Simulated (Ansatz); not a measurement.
Input:

```xyz
2
Lattice="0.0000 2.8007 2.7867 2.8007 0.0000 2.7867 2.8007 2.8007 0.0000" Properties=species:S:1:pos:R:3 pbc="T T T"
Na     0.0000     0.0000     0.0000
Cl     2.8007     2.8007     2.7867
```

No spin polarisation.

All numbers come from PBEsol/PAW in Ansatz (a program for electronic structure), scalar-relativistic without spin-orbit coupling. k-mesh 10×10×10 (Γ-centred); smearing 0.05 eV (Fermi–Dirac).

**Question.** What is the computed band gap?

**Answer.** 5.03 eV.

**Question.** What is the computed gap character?

**Answer.** Direct at Γ.

The cells carry an imposed strain or load. Whether these cells are dynamically stable was not tested. The cell was made from NaCl in the rock salt structure (space group Fm-3m, No. 225) by this change: uniaxial strain ε_zz = −0.50 %.
